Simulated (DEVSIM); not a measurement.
Structure: W/AlN/p-GaSb capacitor, at 300 K.

Layer 1 from the left is AlN, thickness (nm) 25.0. Layer 2 from the left is GaSb, thickness (nm) 1800, Na (cm⁻³) 1.1e16.

Metal gate on the left, work function 4.6 eV. Fixed charge at the semiconductor interface 0 cm⁻² (in units of +e); interface traps 2e11 cm⁻² eV⁻¹, uniform in energy, neutral level at 0.7 of the gap above the valence band.

Constants are typed, rounded textbook-type inputs, not results; the design itself was drawn at random and stands for no fabricated device. Values at 300 K.

AlN: gap (eV) 6.1, affinity (eV) 1.9, permittivity 8.5. GaSb: gap (eV) 0.726, affinity (eV) 4.06, permittivity 15.7, Nc (cm⁻³) 2.1e17, Nv (cm⁻³) 1.8e19.

Simulated with DEVSIM: 1D Poisson equation in equilibrium, Boltzmann statistics, complete ionisation; no quantum confinement or tunnelling. Metal contacts follow the ideal Schottky-Mott rule: no Fermi-level pinning, no interface dipoles.

Problem. What does the simulation give for the minimum of the low-frequency capacitance, the threshold voltage (band bending 2φF)?

Solution. minimum of the low-frequency capacitance 0.0716 μF/cm²; threshold voltage (band bending 2φF) 0.64 V.
